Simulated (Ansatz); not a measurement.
# BP in the zinc blende structure (space group F-43m, No. 216)

```xyz
2
Lattice="0.0000 2.2742 2.2742 2.2742 0.0000 2.2742 2.2742 2.2742 0.0000" Properties=species:S:1:pos:R:3 pbc="T T T"
B      0.0000     0.0000     0.0000
P      1.1371     1.1371     1.1371
```

The values are results of Kohn–Sham DFT with the PBE functional, run in Ansatz (a program for electronic structure) with PAW and 420 eV plane waves, spin-orbit coupling left out, not measurements. Settings: 12×12×12 k-points, 0.05 eV Fermi–Dirac smearing.

| Property | Result |
|---|---|
| Volume per atom | 11.76 Å³ |
| Density | 2.95 g/cm³ |
| Band gap | 1.25 eV, indirect, Γ → Γ–X (83 % along) |
| Electron mass | 1.3 mₑ along k, 0.23 mₑ across |
| Hole mass (degenerate bands, along [100]) | 0.26, 0.26, 0.33 mₑ |
| Lowest conduction-band minima above the VBM | a point along ⟨100⟩, about 1.2 Å⁻¹ from Γ 1.25 eV |
| Total energy | -456.224 eV/atom (σ→0; compares only within this code and set-up) |

Effective masses come from finite differences of ±0.01 Å⁻¹. Along k means along the line from Γ to the band edge. Whether these cells are dynamically stable was not tested.
